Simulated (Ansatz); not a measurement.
Consider ZrO₂ (space group P4_2/nmc, No. 137; a = 3.621 Å, c = 5.283 Å). Axes: x, y, z lie along a, b, c of the conventional cell.

Structures relaxed with PBE (Ansatz, a quantum-chemistry and plane-wave program; PAW; 420 eV plane waves; no SOC).

Base:

Simulated powder pattern, Cu Kα, λ = 1.54184 Å (kinematic, ideal powder, no thermal factors, no anomalous dispersion; the 8 strongest lines at most, above 2 %, up to 2θ = 90°):

| 2θ (°) | I/Imax (%) | hkl |
|---|---|---|
| 29.92 | 100 | (101) |
| 33.94 | 9.4 | (002) |
| 35.05 | 13 | (110) |
| 49.58 | 37 | (112) |
| 50.40 | 20 | (200) |
| 58.26 | 15 | (103) |
| 59.73 | 27 | (211) |
| 80.59 | 12 | (213) |

After one change:

Simulated powder pattern, Cu Kα, λ = 1.54184 Å (kinematic, ideal powder, no thermal factors, no anomalous dispersion; the 8 strongest lines at most, above 2 %, up to 2θ = 90°):

| 2θ (°) | I/Imax (%) |
|---|---|
| 29.59 | 100 |
| 34.19 | 9.2 |
| 34.35 | 14 |
| 49.25 | 36 |
| 49.37 | 21 |
| 58.40 | 14 |
| 58.62 | 28 |
| 79.92 | 11 |

Task: Which change produced these results?
A) biaxial strain −4.02 %, plane normal [001], relaxed out of plane
B) biaxial strain +1.95 %, plane normal [001], relaxed out of plane
C) isotropic strain +1.28 %
D) biaxial strain +0.38 %, plane normal [001], relaxed out of plane

Result: B, biaxial strain +1.95 %, plane normal [001], relaxed out of plane. Its volume per atom is 11.91 Å³ against 11.54 Å³, and its space group is P4_2/nmc (No. 137).

Stability against distortions was not tested. This is not the structure that ZrO2 has at room temperature and ambient pressure.
